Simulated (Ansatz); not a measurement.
The reference is Si in the diamond structure (space group Fd-3m, No. 227; a = 5.444 Å). Axes: x, y, z lie along the cube axes.

Calculations: DFT with r2SCAN, PAW potentials and a 500 eV plane-wave cutoff in Ansatz (a program for electronic structure), without spin-orbit coupling.

Modification: the cell is stretched by 2.50 % along z with no lateral relaxation; the atoms relax in the strained cell.

Question: Predict the stress tensor and what it implies for the stiffness.

Answer: Stress of the strained cell less that of the base (GPa, compression positive):
```
  -1.38    0.00    0.00
   0.00   -1.38    0.00
   0.00    0.00   -4.09
```

Then −Δσ_ii/ε with ε = 0.0250 gives secant stiffness values (nonlinear terms included at this strain): C33 ≈ 164 GPa, C13 ≈ 55 GPa and C23 ≈ 55 GPa.

As a check, the harmonic strain energy −½ V₀ Δσ:ε is 6.4 meV/atom; the computed energy rise is 6.5 meV/atom.

No phonon test of stability was made.
